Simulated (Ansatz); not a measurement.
## Lattice constant a of HgO (model structure, started from the h-BN type, P6₃/mmc, No. 194, 4 atoms in the cell) at several levels of theory

No measured value is used here.

```tsv
level (code)	value (Å)
PBE (Ansatz)	3.900
PBEsol (Ansatz)	?
PBE-D3(BJ) (Ansatz)	3.890
```

**Question.** Fill in the missing entries.

**Answer.** 
- PBEsol (Ansatz, a program for electronic structure), value (Å): 3.863

Density-functional levels without +SOC have no spin–orbit coupling. Ansatz's density-functional and Hartree–Fock values are scalar-relativistic unless marked +SOC, with PAW data made under PBE.

A model structure was made by putting elements into a prototype or built by hand; it is no filed structure, need not be a known phase, and can be a saddle point held by its symmetry.
